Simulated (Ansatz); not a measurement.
Consider Ti-vacancy pair (Ti on one host Mo site, one Mo site vacant) in bcc Mo, neutral cell. The step: the Ti atom itself jumps into the vacancy (Ti-vacancy distance between ideal sites 2.74 Å throughout); the atom moves 2.58 Å along (0.47, 0.47, 0.47) of the unit cell; the moving atom starts with neighbours 2 Mo at 2.73, Mo at 2.75, 3 Mo at 2.76, Mo at 2.83, 2 Mo at 3.11, Mo at 3.12, 2 Mo at 3.18, Mo at 3.21 Å and ends with 2 Mo at 2.73, Mo at 2.75, 3 Mo at 2.76, Mo at 2.83, 2 Mo at 3.11, Mo at 3.12, 2 Mo at 3.18, Mo at 3.21 Å. DFT values are from Ansatz (plane-wave PAW, 420 eV unless said) in a cell of 36 host sites, spin-restricted, static, with no finite-size correction. Forms of the defect that were not tried may lie lower. For the PBE band: the saddle point's order was not checked, and it lies on a symmetry element of the cell, where a band can be held.

```csv
Level,Forward barrier (eV),Cost of the band or of the saddle's single point
"CHGNet universal potential (has no charge state), its own band",0.48,-
"PBE, a 2×2×3 k-point mesh shifted by half a step, band relaxed",1.06,around 23 core-minutes (rough)
"PBE, a 3×3×5 k-point mesh shifted by half a step, same geometries",0.91,about 2.9 core-minutes (a rough figure)
"r2SCAN at 500 eV, a 2×2×3 k-point mesh shifted by half a step, same geometries",___,roughly 2.0 core-minutes
```

**Question.** What belongs in the gaps?

**Answer.** 
- r2SCAN at 500 eV, a 2×2×3 k-point mesh shifted by half a step, same geometries, Forward barrier (eV): 1.14

Ansatz is a quantum-chemistry and plane-wave program.
